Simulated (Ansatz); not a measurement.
Defect: interstitial Na in amorphous Si27O54 (a melt-quenched model of 81 atoms), charge state +1. Calculation: PBE, PAW (plane waves to 420 eV; Ansatz, a program for electronic structure).

81-site cell at the glass model's own volume, the Γ point alone, smearing 0.01 eV, spin-restricted, no finite-size correction. Static, classical nuclei. This is one neighbourhood of one small, fast-quenched model, and the added charge may sit on a native defect of the glass. The charge state is imposed; whether it is stable for some Fermi level was not computed. Sites that were not tried may lie lower.

Barriers: single points on a 2×2×2 k-point mesh shifted by half a step at the bands' geometries.

Relaxed starting cell (atoms counted from 1):

```
CELL_PARAMETERS angstrom
     10.40282     0.00000     0.00000
      0.00000    10.40282     0.00000
      0.00000     0.00000    10.40282
ATOMIC_POSITIONS crystal
  Si 0.90001 0.35770 0.79915
  Si 0.54902 0.25621 0.71290
  Si 0.94562 0.10682 0.45030
  Si 0.90517 0.67478 0.84691
  Si 0.32761 0.28331 0.53739
  Si 0.81241 0.88038 0.78958
  Si 0.26869 0.42326 0.93106
  Si 0.32327 0.48144 0.33361
  Si 0.09821 0.18322 0.68303
  Si 0.96454 0.39534 0.37629
  Si 0.76026 0.57937 0.45509
  Si 0.97350 0.82171 0.10044
  Si 0.55015 0.51102 0.99377
  Si 0.30440 0.94710 0.70445
  Si 0.76302 0.12729 0.62651
  Si 0.57232 0.54045 0.69183
  Si 0.56169 0.62232 0.23926
  Si 0.73570 0.99664 0.04701
  Si 0.36712 0.02621 0.40500
  Si 0.13452 0.63797 0.45285
  Si 0.12146 0.33169 0.16376
  Si 0.60931 0.89278 0.28606
  Si 0.69012 0.27595 0.98084
  Si 0.91538 0.81743 0.37599
  Si 0.28614 0.64385 0.71628
  Si 0.30518 0.11526 0.88700
  Si 0.19169 0.03040 0.14971
  O  0.60838 0.13305 0.63944
  O  0.79090 0.97146 0.66307
  O  0.00599 0.09018 0.60005
  O  0.85095 0.70413 0.47582
  O  0.03997 0.28304 0.78918
  O  0.39730 0.47875 0.99740
  O  0.81839 0.26092 0.69762
  O  0.32382 0.96054 0.55004
  O  0.27134 0.99870 0.28323
  O  0.40520 0.02124 0.80396
  O  0.71860 0.15073 0.06734
  O  0.45834 0.50888 0.26357
  O  0.11174 0.90022 0.10982
  O  0.96148 0.81779 0.78331
  O  0.66293 0.60601 0.58057
  O  0.11784 0.17194 0.15482
  O  0.95795 0.70032 0.99469
  O  0.93091 0.75262 0.23166
  O  0.62257 0.93437 0.13512
  O  0.23805 0.53297 0.82005
  O  0.28171 0.80179 0.75554
  O  0.39841 0.25246 0.67339
  O  0.75593 0.73070 0.81190
  O  0.58320 0.63412 0.08367
  O  0.73034 0.96716 0.89253
  O  0.30021 0.26976 0.89253
  O  0.79327 0.13390 0.47472
  O  0.18825 0.06946 0.76662
  O  0.06594 0.77362 0.43161
  O  0.43626 0.61790 0.67749
  O  0.29042 0.04978 0.02548
  O  0.96596 0.97557 0.37336
  O  0.24286 0.37201 0.25532
  O  0.14565 0.40568 0.02565
  O  0.98701 0.39478 0.21891
  O  0.82974 0.33036 0.93399
  O  0.25318 0.62038 0.34975
  O  0.62396 0.39002 0.06206
  O  0.00187 0.24382 0.40249
  O  0.51550 0.98559 0.37657
  O  0.87791 0.94468 0.07992
  O  0.36566 0.17944 0.42881
  O  0.82823 0.43644 0.44511
  O  0.06053 0.49897 0.44135
  O  0.58556 0.24410 0.86474
  O  0.35353 0.42375 0.47819
  O  0.59018 0.39190 0.64912
  O  0.91686 0.52106 0.79421
  O  0.69029 0.58412 0.31643
  O  0.74581 0.87704 0.35705
  O  0.51882 0.76287 0.29149
  O  0.60050 0.53607 0.84702
  O  0.18905 0.63306 0.59938
  O  0.18002 0.26814 0.58468
  Na 0.64026 0.83502 0.55277
```
Cell charge +1.

End state 1 differs by these moves (Å; atoms that move under 0.08 Å are left out):

| atom | element | Δx | Δy | Δz |
|---|---|---|---|---|
| 6 | Si | -0.11 | -0.08 | -0.06 |
| 17 | Si | 0.08 | -0.03 | -0.01 |
| 18 | Si | -0.04 | -0.07 | -0.03 |
| 22 | Si | 0.07 | -0.01 | 0.08 |
| 28 | O | -0.03 | 0.04 | -0.07 |
| 31 | O | 0.10 | -0.05 | -0.02 |
| 38 | O | -0.04 | -0.06 | -0.06 |
| 41 | O | -0.08 | -0.04 | -0.04 |
| 42 | O | -0.06 | 0.03 | -0.07 |
| 46 | O | 0.03 | -0.04 | 0.07 |
| 50 | O | -0.05 | -0.10 | -0.02 |
| 52 | O | -0.14 | -0.16 | 0.00 |
| 64 | O | 0.08 | 0.04 | 0.10 |
| 76 | O | 0.08 | -0.03 | -0.04 |
| 77 | O | 0.08 | -0.01 | 0.03 |
| 78 | O | 0.08 | -0.04 | 0.04 |
| 79 | O | -0.08 | -0.01 | -0.01 |
| 82 | Na | -2.25 | -1.01 | -0.73 |

Give the forward and backward barriers to end state 1 at the level PBE, PAW.

forward 0.18 eV, backward 0.046 eV; at the saddle point atom 82 has neighbours O at 2.29, O at 2.34, O at 2.48, O at 2.62, O at 2.68; Si at 2.97 Å. The saddle point's order was not checked.
